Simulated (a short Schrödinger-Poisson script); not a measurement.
System: gated Al0.33Ga0.67As/GaAs modulation-doped gas in a quantum well, at 300 K.

```csv
layer,material,thickness (nm),Nd (cm⁻³),Na (cm⁻³)
1,Al0.33Ga0.67As,10,-,-
2,Al0.33Ga0.67As,10,1.8e18,-
3,Al0.33Ga0.67As,3,-,-
4,GaAs,15,-,-
5,Al0.33Ga0.67As,4000,-,1e14
```

Constants are typed, rounded textbook-type inputs, not results; the design itself was drawn at random and stands for no fabricated device. Al0.33Ga0.67As: permittivity 11.96, conduction-band edge (eV) 0.261, gap (eV) 1.836, electron mass (mₑ) 0.0944, Nv at 300 K (cm⁻³) 9e18. GaAs: permittivity 12.9, conduction-band edge (eV) 0, gap (eV) 1.424, Nv at 300 K (cm⁻³) 9e18.

Channel valleys (confinement mass, in-plane density-of-states mass, number): Γ 0.067, 0.067, 1. At the gate the conduction-band edge of layer 1 lies 1.01 eV − eVg above the Fermi level of the channel; the field vanishes at the back. The barrier under the gate holds no holes. Gaps are held at their typed values at every temperature. Mesh 0.08 nm at interfaces.

From a short Schrödinger-Poisson script (our own, NumPy): 1D Poisson equation in equilibrium, electrons quantum, Hartree plus LDA exchange-correlation (BenDaniel-Duke, 40 states a valley, the channel's in-plane mass for all, wave functions free to enter the barrier), parabolic valleys, classical holes, full ionisation, no traps, pinning or gate leakage.

The same stack at other levels of the model or other numerical settings:

| run | sheet density of all electrons at Vg = 0.5 V (cm⁻²) | capacitance at Vg = 0.5 V (μF/cm²) | centroid of the channel electrons at Vg = 0.5 V (nm) | gate voltage at 1e11 electrons/cm² (V) | rough cost against the base |
|---|---|---|---|---|---|
| base | 3.65e11 | 0.333 | 6.50 | 0.36 | about 1 |
| electrons treated as classical, Boltzmann | [?] | 0.355 | 5.62 | 0.35 | 0.02 |
| electrons treated as classical, Fermi-Dirac | [?] | 0.335 | [?] | 0.35 | 0.1 |
| electrons treated as quantum, Hartree | 3.48e11 | 0.326 | 6.57 | 0.37 | about 1 |
| mesh six times as coarse | 3.65e11 | 0.333 | 6.48 | 0.36 | 0.2 |
| one subband a valley | 3.54e11 | 0.329 | 6.28 | 0.36 | 0.2 |

Problem. Fill in the missing entries.

Solution. 
- electrons treated as classical, Boltzmann, sheet density of all electrons at Vg = 0.5 V (cm⁻²): 3.90e11
- electrons treated as classical, Fermi-Dirac, sheet density of all electrons at Vg = 0.5 V (cm⁻²): 3.75e11
- electrons treated as classical, Fermi-Dirac, centroid of the channel electrons at Vg = 0.5 V (nm): 5.93

The classical rows ignore confinement, and Boltzmann statistics overrate the density once the band edge passes the Fermi level.
